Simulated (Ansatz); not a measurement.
The reference is ZrO2 (space group Pca2_1, No. 29; a = 5.257 Å, b = 5.050 Å, c = 5.071 Å).

Level of theory: PBEsol, PAW, 420 eV (Ansatz, a quantum-chemistry and plane-wave program; scalar-relativistic without spin-orbit coupling), earlier PAW set.

Before the change:

The smallest direct gap is 3.98 eV and the pressure comes out as 0.0 kbar. The valence-band top at Γ is 0.00, -0.11, -0.25 eV.

Modification: an isotropic linear strain of +1.68 %; the atoms relax in the strained cell.

Predict the new smallest direct gap, pressure, largest internal atomic displacement and valence-band top at Γ.

The smallest direct gap remains 3.98 eV; the pressure (mean of the normal stresses, compression positive) goes from zero to -90.5 kbar; the largest internal atomic displacement comes out as 0.086 Å; the valence-band top at Γ (three highest levels, from the VBM) changes from 0.00, -0.11, -0.25 eV to 0.00, -0.10, -0.28 eV.

Stability against distortions was not tested. This is not the structure that ZrO2 has at room temperature and ambient pressure.
